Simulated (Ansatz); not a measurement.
## GaAl3As4 (model structure, P-4m2, No. 115, 8 atoms in the cell)

The numbers are results of PBEsol in Ansatz (plane waves, PAW), not measurements.

Run with plane-wave cutoff 520 eV, 8×8×4 k mesh (along the axes of the cell as run), Fermi–Dirac smearing 0.01 eV, scalar-relativistic PAW data made under PBE.

Cell (relaxed with PBEsol):

```cif
data_Al3As4Ga
_chemical_formula_sum 'Ga1 As4 Al3'
_space_group_name_H-M_alt 'P-4m2'
_space_group_IT_number 115
_space_group_name_Hall 'P -4 -2'
_cell_length_a 4.01150
_cell_length_b 4.01150
_cell_length_c 11.33522
_cell_angle_alpha 90.000
_cell_angle_beta 90.000
_cell_angle_gamma 90.000
loop_
_atom_site_label
_atom_site_type_symbol
_atom_site_symmetry_multiplicity
_atom_site_Wyckoff_symbol
_atom_site_fract_x
_atom_site_fract_y
_atom_site_fract_z
_atom_site_occupancy
Ga1 Ga 1 a 0.00000 0.00000 0.00000 1
As1 As 2 g 0.50000 0.00000 0.12489 1
Al1 Al 2 f 0.50000 0.50000 0.24965 1
As2 As 2 g 0.00000 0.50000 0.37480 1
Al2 Al 1 d 0.00000 0.00000 0.50000 1
```

```yaml
band_gap: 1.34 eV
smallest_direct_gap_on_the_k_points_sampled: 1.35 eV
```

Note: the relaxation could raise the start's symmetry but not lower it, so the cell can be a saddle point.

Spin–orbit coupling is not included.

The computed numbers hold no vibrational or temperature effects.

A model structure was made by putting elements into a prototype or built by hand; it is no filed structure, need not be a known phase, and can be a saddle point held by its symmetry.

Ansatz is a first-principles code.
